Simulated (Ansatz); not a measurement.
An ideal cubic perovskite cell is held by its symmetry; such compounds can tilt or shift off centre at room temperature.

 Where the default PAW files enter, the runs use the earlier of Ansatz's two default sets.

Consider the following.

```
CsSnI3
1.0
    6.28623     0.00000     0.00000
    0.00000     6.28623     0.00000
    0.00000     0.00000     6.28623
Cs Sn I
1 1 3
Direct
  0.50000   0.50000   0.50000
  0.00000   0.00000   0.00000
  0.50000   0.00000   0.00000
  0.00000   0.50000   0.00000
  0.00000   0.00000   0.50000
```

Space group of this cell: Pm-3m, cubic perovskite. The cell is taken as given.

These are r2SCAN (plane waves, PAW; Ansatz, an electronic-structure program) values and carry that method's errors.

The current runs along the normal of the first two printed vectors; no spin-orbit coupling. Scaled by the factor s: all lengths (ions clamped). Meshes 6×6×6 and 6×6 across the current in all rows.

```json
[
 {"s": "0.98", "mean pressure (GPa)": "0.6", "band gap (eV)": "?"},
 {"s": "1.00", "mean pressure (GPa)": "-0.5", "band gap (eV)": "0.60"},
 {"s": "1.02", "mean pressure (GPa)": "-1.3", "band gap (eV)": "0.85"}
]
```

**Question.** Take the slope of the band gap against ln s from the two given rows, extrapolate to s = 0.98, and say what the run there gives.

**Answer.** Slope = (0.85 − 0.60) / ln 1.02 = 12.6 eV. The line gives 0.60 + (12.6) × ln 0.98 = 0.34 eV. The run gives 0.31 eV, 0.03 eV under the line, 14 % of the predicted step.
